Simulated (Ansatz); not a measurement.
Ansatz (an electronic-structure program) run on BaHfO3 (Pm-3m, 5 atoms in the cell): self-consistent single point.

Method of the run: revPBE, default PAW files made with PBE (plane waves; Ansatz).

```yaml
crystal:
  lattice:
    - [4.17000, 0.00000, 0.00000]
    - [0.00000, 4.17000, 0.00000]
    - [0.00000, 0.00000, 4.17000]
  atoms:
    - { symbol: Ba, position: [0.00000, 0.00000, 0.00000] }
    - { symbol: Hf, position: [0.50000, 0.50000, 0.50000] }
    - { symbol: O, position: [0.50000, 0.00000, 0.50000] }
    - { symbol: O, position: [0.00000, 0.50000, 0.50000] }
    - { symbol: O, position: [0.50000, 0.50000, 0.00000] }
```

Reference input (self-consistent single point, DFT, PBE, plane waves, default PAW files): kpoints.mp_grid.grid = 4 4 4; hamiltonian.xc = pbe; hamiltonian.pseudopotentials = {kind: paw} (the program's default PAW files); scf.occupations.method = gaussian; scf.occupations.width = 0.0007 Ry. This run's input differs from it in these lines:

Ansatz 0.2 input:
```diff
@@ -16,3 +16,3 @@
 hamiltonian:
-  xc: pbe
+  xc: revpbe
   pseudopotentials:
```

Output (repeated stretches shortened):

```
SCF iter   1: F=—  HF=-23401.667057 eV  |F-HF|=—  |Δ(HF+E_count)|=         —  Δρ=2.67e-3  dr2=4.57e-3  ethr=1.77e-3  ⟨swp⟩=8.1  Hψ=1471  notcnv=0
all-band conjugate gradients solve this SCF's bands
preconditioner: auto → Resta (q_TF=auto, 2.598 Å⁻¹)
SCF iter   2: F=—  HF=-23401.667537 eV  |F-HF|=—  |Δ(HF+E_count)|=   4.80e-4  Δρ=1.54e-3  dr2=6.33e-4  ethr=8.47e-6  ⟨swp⟩=2.8  Hψ=747  notcnv=0  defer=13
   [... lines left out ...]
SCF iter   4: F=—  HF=-23401.667740 eV  |F-HF|=—  |Δ(HF+E_count)|=   9.52e-5  Δρ=1.58e-4  dr2=1.86e-5  ethr=4.02e-7  ⟨swp⟩=2.5  Hψ=567  notcnv=0  defer=13
SCF iter   5: F=—  HF=-23401.667787 eV  |F-HF|=—  |Δ(HF+E_count)|=   4.73e-5  Δρ=8.63e-5  dr2=5.12e-6  ethr=3.44e-8  ⟨swp⟩=2.0  Hψ=587  notcnv=0  defer=13
SCF iter   6: F=—  HF=-23401.667790 eV  |F-HF|=—  |Δ(HF+E_count)|=   3.43e-6  Δρ=2.35e-5  dr2=3.43e-7  ethr=9.48e-9  ⟨swp⟩=2.0  Hψ=537  notcnv=0  defer=13
SCF iter   7: F=-23401.667791 eV  HF=-23401.667791 eV  |F-HF|=3.53e-8  |Δ(HF+E_count)|=   4.89e-7  Δρ=5.14e-6  dr2=2.12e-8  ethr=1.85e-10  ⟨swp⟩=9.8  Hψ=1643  notcnv=0
SCF 1 converged in 7 iterations: F = -23401.667791 eV  dr2 = 2.12e-8
Free energy (F): -23401.667791 eV
Internal energy: -23401.667791 eV  (E = F + TS)
E sigma→0 (E₀):  -23401.667791 eV
Fermi energy:    13.587547 eV
--- Forces (eV/Å), atoms counted from 1 ---
  atom   1  Ba    -0.00000000     0.00000000     0.00000000
   [... zero for the other atoms too ...]
--- Stress (GPa, compression-positive) ---
        7.119353       0.000000      -0.000000
       -0.000000       7.119353       0.000000
        0.000000       0.000000       7.119353
  P = ⅓ Tr σ = 7.1194 GPa (71.194 kbar)
  The stress holds the Pulay correction. Without it, at fixed plane waves, as pw.x and ABINIT print it: P = 6.6368 GPa
```

The run converged in 7 iterations. Against the reference run the pressure goes from 4.28 to 7.12 GPa and the gap on the mesh goes from 3.670 to 3.721 eV.

The starting cell has typed, rounded lattice constants, without a prior relaxation at this level. Spin-orbit coupling is off. With a pressure of about 7 GPa the cell is away from its equilibrium volume at this level. Ansatz's pressure includes its estimate of the finite-basis (Pulay) stress.
